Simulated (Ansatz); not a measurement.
Take ScAl3 in the Cu3Au type structure (space group Pm-3m, No. 221; a = 4.072 Å; relaxed with 0.1 eV smearing) as the base. Axes: x, y, z lie along the cube axes.

All numbers come from DFT with PBEsol, PAW potentials and a 420 eV plane-wave cutoff in Ansatz (a quantum-chemistry and plane-wave program), no SOC.

It is then changed as follows: uniaxial strain ε_zz = +1.20 %, all other strain components held at zero, atoms relaxed at fixed cell.

Question: Predict the stress tensor and what it implies for the stiffness.

Answer: Stress of the strained cell less that of the base (GPa, compression positive):
```
   -0.5     0.0     0.0
    0.0    -0.5     0.0
    0.0     0.0    -2.2
```

Then −Δσ_ii/ε with ε = 0.0120 gives relaxed-ion elastic constants: C33 ≈ 183 GPa, C13 ≈ 40 GPa and C23 ≈ 40 GPa.

No phonon test of stability was made. The final runs are not spin-polarised.
